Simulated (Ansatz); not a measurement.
Start from BeTe in the zinc blende structure (space group F-43m, No. 216; a = 5.664 Å).

The other end (x = 1) is BeSb in the zinc blende structure (space group F-43m, No. 216; a hypothetical phase, not in the database extracts checked): 22.29 Å³/atom, gap zero; this end may not be an ambient phase.

Method: Ansatz (a program for electronic structure), PBE, PAW, cutoff 420 eV, scalar-relativistic without spin-orbit coupling.

Sb replaces a fraction x of Te; each row is one arrangement (x, atoms in the cell, starting space group or random), fully relaxed.

One change was made to it. Results:

| quantity | base | after |
|---|---|---|
| band gap | 2.03 eV | zero |
| volume per atom | 22.71 Å³ | 22.58 Å³ |
| mean first-shell distances | – | Te–Be 2.429 Å (end compound 2.452 Å), Sb–Be 2.514 Å (end compound 2.437 Å) |

Q: What was done to the base?
A) x(Sb) = 0.667, 6 atoms, Imm2
B) x(Sb) = 0.25, 8 atoms, P-4m2
C) x(Sb) = 0.5, 8 atoms, R3m
D) x(Sb) = 0.5, 8 atoms, P-4m2

A: B, x(Sb) = 0.25, 8 atoms, P-4m2. For comparison, the mean first-shell distances in the other runs: x(Sb) = 0.667, 6 atoms, Imm2 gives Te–Be 2.403 Å (end compound 2.452 Å), Sb–Be 2.481 Å (end compound 2.437 Å); x(Sb) = 0.5, 8 atoms, R3m gives Te–Be 2.420 Å (end compound 2.452 Å), Sb–Be 2.480 Å (end compound 2.437 Å); x(Sb) = 0.5, 8 atoms, P-4m2 gives Te–Be 2.412 Å (end compound 2.452 Å), Sb–Be 2.486 Å (end compound 2.437 Å).

These are small ordered cells, not random alloys; other orderings at the same x differ. Spin-orbit coupling, missing from the scalar runs, can matter with Te. Whether these cells are dynamically stable was not tested. All final runs are without spin polarisation. An odd electron count without spin: Be4SbTe3 and BeSb. Under x(Sb) = 0.667, 6 atoms, Imm2 the cell changed shape so far that it is another structure.
